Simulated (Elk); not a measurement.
Band structure of AlNi (Pm-3m, 2 atoms in the cell).

```
AlNi
1.0
    2.85971     0.00000     0.00000
    0.00000     2.85971     0.00000
    0.00000     0.00000     2.85971
Al Ni
1 1
Direct
  0.50000   0.50000   0.50000
  0.00000   0.00000   0.00000
```

Method of the run: PBE, all-electron FP-LAPW, Elk's shipped species files, LAPW+lo basis run with Elk.

Settings: xctype = 20; rgkmax = 7.5; stype = 0; swidth = 0.00499791 Ha; ngridk = 15 15 15; gmaxvr = 16 1/bohr; nxoapwlo = 1; rmtscf = 0.95; maxscl = 100.

The starting cell comes from a database of computed structures (which also holds hypothetical and non-ambient phases and stackings), without a prior relaxation at this level. Spin polarisation is off. Values depend on the basis (sphere radii, cutoffs, local orbitals), which need not be converged.

Levels in eV from the Fermi level, bands 9 to 16:
```csv
point,9,10,11,12,13,14,15,16
Γ,-3.35,-1.59,-1.59,-1.59,5.55,5.55,5.55,8.19
X,-2.86,-2.32,-2.32,-1.50,-0.66,8.28,10.09,10.09
M,-2.99,-2.99,-2.15,-2.15,-1.04,1.49,2.58,12.48
R,-4.23,-0.99,-0.99,1.94,1.94,1.94,3.85,4.55
```

Bands cross the Fermi level along this path, so the cell is metallic at this level.
